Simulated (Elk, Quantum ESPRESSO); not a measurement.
A Quantum ESPRESSO input for a self-consistent single point of SrCd (Pm-3m, 2 atoms in the cell) (DFT, PBEsol, plane waves, SSSP 1.1.2 efficiency (PBE) pseudopotentials):

```fortran
&CONTROL
   calculation = 'scf'
   prefix = 'scf'
   outdir = './tmp'
   pseudo_dir = './'
   tprnfor = .true.
   tstress = .true.
/
&SYSTEM
   ibrav = 1
   celldm(1) = 7.626235440
   nat = 2
   ntyp = 2
   ecutwfc = 45
   ecutrho = 360
   occupations = 'smearing'
   smearing = 'fermi-dirac'
   degauss = 0.0073499
   input_dft = 'pbesol'
/
&ELECTRONS
   conv_thr = 1.0e-11
/
ATOMIC_SPECIES
Sr    87.6200  Sr_pbe_v1.uspp.F.UPF
Cd   112.4140  Cd.pbe-dn-rrkjus_psl.0.3.1.UPF
ATOMIC_POSITIONS {crystal}
Sr    0.500000000    0.500000000    0.500000000
Cd    0.000000000    0.000000000    0.000000000
K_POINTS {automatic}
11 11 11  0 0 0
```

Question: Translate this input to Elk.

Answer: This is the input that was run; spellings and numerical settings could be chosen otherwise.

```
tasks
  0

xctype
  22

rgkmax
  7.0

stype
  3

swidth
  0.00367493

avec
    7.6262354403    0.0000000000    0.0000000000
    0.0000000000    7.6262354403    0.0000000000
    0.0000000000    0.0000000000    7.6262354403

atoms
  2   : nspecies
  'Sr.in'   : spfname
  1   : natoms; atposl, bfcmt below
  0.5000000000  0.5000000000  0.5000000000    0.0 0.0 0.0
  'Cd.in'   : spfname
  1   : natoms; atposl, bfcmt below
  0.0000000000  0.0000000000  0.0000000000    0.0 0.0 0.0

ngridk
  11 11 11
```

Basis, cutoffs, solver keys and any potentials are the target program's own. This input uses DFT, PBEsol, all-electron FP-LAPW, Elk's shipped species files, default APW+lo basis.

The starting cell comes from a database of computed structures (which also holds hypothetical and non-ambient phases and stackings), without a prior relaxation at this level.
